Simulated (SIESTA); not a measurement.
Band structure of Hf5Ga3 (P6_3/mcm, 16 atoms in the cell).

```
CELL_PARAMETERS angstrom
      7.96200     0.00000     0.00000
     -3.98100     6.89529     0.00000
      0.00000     0.00000     5.67700
ATOMIC_POSITIONS crystal
  Hf 0.33333 0.66667 0.00000
  Hf 0.66667 0.33333 0.50000
  Hf 0.66667 0.33333 0.00000
  Hf 0.33333 0.66667 0.50000
  Ga 0.61000 0.00000 0.25000
  Ga 0.61000 0.61000 0.75000
  Ga 0.00000 0.61000 0.25000
  Ga 0.39000 0.00000 0.75000
  Ga 0.39000 0.39000 0.25000
  Ga 0.00000 0.39000 0.75000
  Hf 0.25000 0.00000 0.25000
  Hf 0.25000 0.25000 0.75000
  Hf 0.00000 0.25000 0.25000
  Hf 0.75000 0.00000 0.75000
  Hf 0.75000 0.75000 0.25000
  Hf 0.00000 0.75000 0.75000
```

Method: GGA PBEsol, numerical atomic orbitals TZP, PseudoDojo PBEsol standard norm-conserving potentials (rewritten from UPF to PSML) (SIESTA 5.4.2).

Settings: XC.functional = GGA; XC.authors = PBEsol; potentials = PseudoDojo PBEsol standard; PAO.BasisSize = TZP; PAO.EnergyShift = 0.01 Ry; MeshCutoff = 400 Ry; kgrid.MonkhorstPack = 4 4 4; OccupationFunction = FD; ElectronicTemperature = 1160.45 K; MaxSCFIterations = 150; SCF.Mixer.Method = Pulay; SCF.Mixer.Weight = 0.25; SCF.Mixer.History = 6; SCF.DM.Tolerance = 1.0E-05.

The starting cell comes from a database of published, mostly measured structures (it also holds non-ambient and calculated ones), without a prior relaxation at this level. Spin-orbit coupling is off. Values carry the incompleteness of an atom-centred basis.

Levels in eV from the Fermi level, bands 97 to 102:
```json
[
 {"point": "Γ", "97": "-0.53", "98": "-0.42", "99": "-0.18", "100": "-0.05", "101": "-0.05", "102": "0.00"},
 {"point": "M", "97": "-0.44", "98": "-0.35", "99": "-0.21", "100": "-0.15", "101": "0.07", "102": "0.60"},
 {"point": "K", "97": "-0.54", "98": "-0.26", "99": "-0.21", "100": "-0.04", "101": "-0.04", "102": "0.52"},
 {"point": "A", "97": "-0.38", "98": "-0.38", "99": "-0.38", "100": "-0.38", "101": "0.92", "102": "0.92"},
 {"point": "L", "97": "-0.18", "98": "-0.18", "99": "0.26", "100": "0.26", "101": "0.53", "102": "0.53"},
 {"point": "H", "97": "0.04", "98": "0.04", "99": "0.04", "100": "0.04", "101": "0.46", "102": "0.46"}
]
```

Bands cross the Fermi level along this path, so the cell is metallic at this level.

Higher empty bands are left out: an atom-centred basis made for the valence describes them poorly.
